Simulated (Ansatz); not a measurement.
Base system: CsCr$_{3}$Sb$_{5}$ (space group P6/mmm, No. 191; a = 5.4186 Å, c = 9.2770 Å; ferromagnetic; a hypothetical phase, not in the database extracts checked).

All numbers come from DFT with PBEsol, PAW potentials and a 420 eV plane-wave cutoff in Ansatz (a quantum-chemistry and plane-wave program), no SOC.

Before the change:

The largest site moment comes out as 1.46 μB and the magnetic state is ferromagnetic. The shortest interatomic distance is 2.665 Å.

The change: cell and atoms relaxed at a pressure of 7.5 GPa.

Task: How does this affect the largest site moment, magnetic state and shortest interatomic distance?

Result: The largest site moment decreases by 0.105 μB, from 1.46 μB to 1.35 μB; the magnetic state stays ferromagnetic; the shortest interatomic distance drops by 0.0426 Å to 2.623 Å.

The magnetic state is the one reached from the starting moments; the real material's order can differ, and small cells can't hold many antiferromagnetic ones. Load acts through the strain it causes; cell and atoms are relaxed under it. Whether these cells are dynamically stable was not tested. No other phases were tried under pressure.
